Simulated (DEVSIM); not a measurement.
Structure: illuminated CdTe p-on-n cell, one wavelength, at 300 K.

Layer 1 from the left is CdTe, thickness (μm) 0.310, Na (cm⁻³) 7.2e17, τn (s) 1.6e-11, τp (s) 3.6e-10, absorption coefficient (cm⁻¹) 57000. Layer 2 from the left is CdTe, thickness (μm) 4.40, Nd (cm⁻³) 3.1e15, τn (s) 1.3e-9, τp (s) 1.3e-9, absorption coefficient (cm⁻¹) 57000.

Left contact: ohmic, minority electron recombination velocity 100 cm/s. Right contact: ohmic, minority hole recombination velocity 5e6 cm/s. Voltage is applied to the left contact. Recombination: SRH at mid-gap, radiative, Auger. Light enters at the left, 2.2e16 photons cm⁻² s⁻¹, one pass, no reflection. Mobility is constant in doping.

The device is made up for the run: typed textbook-type constants, with dimensions and the other settings drawn at random. Values at 300 K.

CdTe: gap (eV) 1.5, affinity (eV) 4.28, permittivity 10.2, Nc (cm⁻³) 8e17, Nv (cm⁻³) 1.8e19, μn (cm²/Vs) 1000, μp (cm²/Vs) 80, B (cm³/s) 1e-10, Cn (cm⁶/s) 1e-30, Cp (cm⁶/s) 1e-30.

DEVSIM, 1D drift-diffusion, Boltzmann statistics, complete ionisation; no tunnelling, impact ionisation, image-force lowering or self-heating.

Problem. What does the simulation give for the fill factor, the dark forward voltage at 1 A/cm²?

Solution. fill factor 0.78; dark forward voltage at 1 A/cm² 1.041 V.
